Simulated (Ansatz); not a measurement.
Partial pair distribution functions of a relaxed model of amorphous Si24O48Cu2, broadened by 0.06 Å; density 2.35 g/cm³. Method: PBE, scalar-relativistic without spin-orbit coupling (plane waves to 420 eV, PAW; Ansatz, an electronic-structure program).

The cell was made by melting and quenching with the CHGNet potential and then relaxed with DFT. O atoms were pushed apart under 1.9 Å during the dynamics, to hinder bonds among them. The hot cell started wider than the set density and was brought back towards it in steps. It is the lowest in DFT energy of 2 quenches. It is a model cell: composition and starting density were chosen by hand, and all elements were melted together. No dispersion term was used. Its density started from a set value of 2.35 and ended at 2.35 g/cm³. Cooling (nominally 320 K/ps over its main leg) ran many orders faster than in experiment, which tends to leave more defects and strain. A cell of this size samples the disorder only roughly. The volume was held where the preparation left it, at a PBE pressure of -0.3 GPa (tension). Stress components on the final sampling reach 1.8 GPa.

| r (Å) | g Si-O | g O-Cu | g Si-Si | g O-O |
|---|---|---|---|---|
| 1.40 | 0.02 | 0.00 | 0.00 | 0.00 |
| 1.50 | 1.60 | 0.00 | 0.00 | 0.00 |
| 1.60 | 13.16 | 0.00 | 0.00 | 0.00 |
| 1.70 | 10.97 | 0.02 | 0.00 | 0.00 |
| 1.80 | 1.15 | 0.98 | 0.00 | 0.00 |
| 1.90 | 0.02 | 4.20 | 0.00 | 0.00 |
| 2.00 | 0.00 | 2.18 | 0.00 | 0.00 |
| 2.10 | 0.00 | 0.10 | 0.00 | 0.00 |
| 2.20 | 0.00 | 0.00 | 0.02 | 0.00 |
| 2.30 | 0.01 | 0.00 | 0.40 | 0.09 |
| 2.40 | 0.08 | 0.00 | 0.62 | 0.36 |
| 2.50 | 0.04 | 0.24 | 0.06 | 1.91 |
| 2.60 | 0.00 | 0.92 | 0.01 | 4.48 |
| 2.70 | 0.00 | 0.73 | 0.32 | 4.75 |
| 2.80 | 0.04 | 2.11 | 0.89 | 3.20 |
| 2.90 | 0.23 | 0.91 | 2.99 | 1.11 |
| 3.00 | 0.34 | 0.66 | 5.02 | 0.46 |
| 3.10 | 0.49 | 0.64 | 3.08 | 0.31 |
| 3.20 | 0.66 | 1.60 | 1.51 | 0.27 |
| 3.30 | 0.92 | 2.48 | 0.61 | 0.33 |
| 3.40 | 1.30 | 1.86 | 0.30 | 0.55 |
| 3.50 | 1.18 | 1.32 | 0.22 | 0.66 |
| 3.60 | 1.12 | 0.57 | 0.12 | 0.51 |
| 3.70 | 1.15 | 0.39 | 0.37 | 0.68 |
| 3.80 | 1.28 | 0.87 | 0.24 | 0.58 |
| 3.90 | 1.50 | 0.62 | 0.21 | 0.62 |
| 4.00 | 1.44 | 0.26 | 0.47 | 0.91 |
| 4.10 | 1.29 | 0.95 | 1.07 | 0.78 |
| 4.20 | 1.51 | 1.17 | 0.84 | 0.91 |
| 4.30 | 1.37 | 1.41 | 0.52 | 0.93 |
| 4.40 | 1.08 | 1.04 | 0.53 | 0.77 |
| 4.50 | 0.81 | 0.91 | 1.15 | 0.89 |
| 4.60 | 0.82 | 0.87 | 1.21 | 0.98 |
| 4.70 | 0.84 | 0.88 | 0.78 | 1.08 |
| 4.80 | 0.75 | 1.15 | 0.91 | 1.29 |
| 4.90 | 0.69 | 1.29 | 1.05 | 1.41 |
| 5.00 | 0.94 | 0.94 | 1.15 | 1.20 |
| 5.10 | 0.89 | 1.48 | 0.98 | 1.35 |
| 5.20 | 0.68 | 1.56 | 1.08 | 1.55 |

Within 1.92 Å each Si has 3.96 O neighbours on average.
